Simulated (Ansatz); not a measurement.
Given:

```
InAs
1.0
    0.00000     3.05462     3.05462
    3.05462     0.00000     3.05462
    3.05462     3.05462     0.00000
As In
1 1
Direct
  0.75000   0.75000   0.75000
  0.00000   0.00000   0.00000
```

No spin polarisation.

Level of theory: plane-wave PAW DFT at the r2SCAN level (Ansatz, an electronic-structure program, 500 eV), no SOC. Settings: 9×9×9 k-points, 0.05 eV Fermi–Dirac smearing.

Problem. Predict the band gap and width of the top valence band.

Solution. The band gap is 0.08 eV and the width of the top valence band is 2.80 eV.

Stability against distortions was not tested. The cell was made from GaAs by this change: Ga → In. The zero or small gap of InAs can change with the level of theory.
